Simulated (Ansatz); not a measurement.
The starting structures come from a database of crystals and need not be the phases stable at ambient conditions.

By PBEsol, the system below comes out a metal.

The ballistic (Sharvin) conductance counts the channels at the Fermi level: G/A = (e²/h) × channels of both spins per area.

Input:

```xyz
1
Lattice="3.1703 0.0000 0.0000 0.0000 3.1703 0.0000 1.5852 -1.5852 1.6327" Properties=species:S:1:pos:R:3 pbc="T T T"
W      0.0000     0.0000     0.0000
```

Space group of this cell: I4/mmm. The cell is strained (lengths along the current scaled by 1.03, ions clamped); by PBEsol its mean pressure is -13.1 GPa.

The current flows along the normal of the first two printed cell vectors, the (001) (indices of the unstrained crystal) plane of the conventional cell. No spin-orbit coupling; the value is a mean over 0.1 eV about the Fermi level.

Q: Give the ballistic conductance per area that Ansatz (a first-principles code) with PBEsol yields.

A: 0.90 × 10¹⁵ S/m² for both spins.
